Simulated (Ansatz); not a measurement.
SiC: response to strain

Base system: SiC in the wurtzite structure (space group P6_3mc, No. 186; a = 3.076 Å, c = 5.048 Å).

Strains are applied to the cell and any free atomic positions relax.

Computed with plane-wave PAW DFT at the PBEsol level (Ansatz, a quantum-chemistry and plane-wave program, 420 eV), no spin-orbit coupling.

Notes on the quantities. energy relative to the base: free energy F.

```csv
isotropic strain (%),energy relative to the base (meV/atom)
-3,63.4
-2.4,?
-1.8,22.0
-1.2,9.6
-0.6,2.4
0,0.0
```

Question: Fit ΔE = Aε² + Bε³ (ε in %) to the rows shown and predict the withheld row.

Answer: Least squares on the printed values gives A = 6.42 and B = -0.21 meV/atom (largest residual 0.0 meV/atom); this predicts 39.9 meV/atom, and the run gives 39.9 meV/atom, in agreement.

Stability against distortions was not tested.
